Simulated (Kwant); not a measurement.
Model system: In0.53Ga0.47As/InP stack with 2 barriers. One parabolic valley. Leads of mass 0.041 mₑ with the band edge at 0; grid 0.1 nm; bias swept from 0.01 to 0.375 V, dropping linearly over the stack. Emitter Fermi level 0.013 eV, 77 K, equal in the collector.

```json
[
 {"layer": "1", "thickness (nm)": "2.1", "band offset (eV)": "0.25", "mass (mₑ)": "0.08"},
 {"layer": "2", "thickness (nm)": "7.6", "band offset (eV)": "0", "mass (mₑ)": "0.041"},
 {"layer": "3", "thickness (nm)": "2.7", "band offset (eV)": "0.25", "mass (mₑ)": "0.08"}
]
```

Constants are typed, rounded textbook-type inputs, not results; the design itself was drawn at random and stands for no fabricated device.

Model: one-band effective-mass tight-binding model in one dimension, coherent, no space charge, current by the Tsu-Esaki formula (Kwant).

Sweep values stay those of the base run.

Base results: J (A/cm²) at bias = 0.3750 V 4070; J (A/cm²) at bias = 0.1862 V 868; J (A/cm²) at bias = 0.2743 V 1060.

Problem. What follows from this one change: Fermi level in the emitter 0.013 → 0.0065 eV?

Solution. J at bias = 0.3750 V 4070 → 1880 A/cm²; J at bias = 0.1862 V 868 → 427 A/cm²; J at bias = 0.2743 V 1060 → 504 A/cm².

Problem. What follows from this one change: width of the first well 7.6 → 9.1 nm?

Solution. J at bias = 0.3750 V 4070 → 31100 A/cm²; J at bias = 0.1862 V 868 → 663 A/cm²; J at bias = 0.2743 V 1060 → 2250 A/cm².

Problem. What follows from this one change: mass in the first barrier 0.08 → 0.064 mₑ?

Solution. J at bias = 0.3750 V 4070 → 4600 A/cm²; J at bias = 0.1862 V 868 → 1090 A/cm²; J at bias = 0.2743 V 1060 → 1280 A/cm².

Problem. What follows from this one change: temperature 77 → 150 K?

Solution. J at bias = 0.3750 V 4070 → 18200 A/cm²; J at bias = 0.1862 V 868 → 2290 A/cm²; J at bias = 0.2743 V 1060 → 3810 A/cm².

Problem. What follows from this one change: height of the first barrier 0.25 → 0.3 eV?

Solution. J at bias = 0.3750 V 4070 → 2420 A/cm²; J at bias = 0.1862 V 868 → 605 A/cm²; J at bias = 0.2743 V 1060 → 688 A/cm².
